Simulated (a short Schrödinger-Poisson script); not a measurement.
Stack: MOS inversion layer, SiO2 on p-type Si(111), at 150 K.

From the gate side: 0.9 nm SiO2; 200 nm Si, acceptors 4.7e18 cm⁻³.

Constants are typed, rounded textbook-type inputs, not results; the design itself was drawn at random and stands for no fabricated device. SiO2: permittivity 3.9, conduction-band edge (eV) 3.15, gap (eV) 9, electron mass (mₑ) 0.5. Si: permittivity 11.7, conduction-band edge (eV) 0, gap (eV) 1.124, Nv at 300 K (cm⁻³) 3.1e19.

Channel valleys (confinement mass, in-plane density-of-states mass, number): Δ6 0.258, 0.358, 6. At the gate the conduction-band edge of layer 1 lies 3.38 eV − eVg above the Fermi level of the channel; the field vanishes at the back. Gaps are held at their typed values at every temperature. Mesh 0.03 nm at interfaces.

From a short Schrödinger-Poisson script (our own, NumPy): 1D Poisson equation in equilibrium, electrons quantum, Hartree (BenDaniel-Duke, 12 states a valley, the channel's in-plane mass for all, wave functions free to enter the dielectric), parabolic valleys, classical holes, full ionisation, no traps, pinning or gate leakage.

```
Vg (V)  electrons (cm⁻²)  C (μF/cm²)  Δ6 E0 (meV from the Fermi level)
------  ----------------  ----------  --------------------------------
0.8              2.03e10       0.639                              82.0
0.85             2.29e11        1.53                              50.6
0.9              7.82e11        2.22                              34.4
0.95             1.50e12        2.48                              25.6
1                2.30e12        2.62                              19.6
1.05             3.13e12        2.69                              15.2
1.1              3.98e12        2.75                              11.5
1.15             4.85e12        2.79                               8.5
1.2              5.73e12        2.82                               5.8
1.25             6.63e12        2.85                               3.4
```

Gate voltages with under 1e9 electrons/cm² are left out.

At Vg = 1.25 V the lowest Δ6 subband lies at 3.4 meV from the Fermi level. How many electrons does it hold, and what share of all?

The two-dimensional density of states is g m/(πħ²) = 8.97e11 cm⁻² meV⁻¹ (both spins), kT = 12.9 meV, so n = D kT ln(1 + exp(−E/kT)) = 6.63e12 cm⁻², 1.00 of the 6.63e12 cm⁻² in all.

Compare the slope of the sheet density between 1.15 and 1.25 V with the geometric capacitance of the layers between gate and channel.

q Δn/ΔV = 2.85 μF/cm²; ε0/Σ(t/ε) = 3.84 μF/cm². The ratio is 0.74: the channel acts as a further capacitance in series.
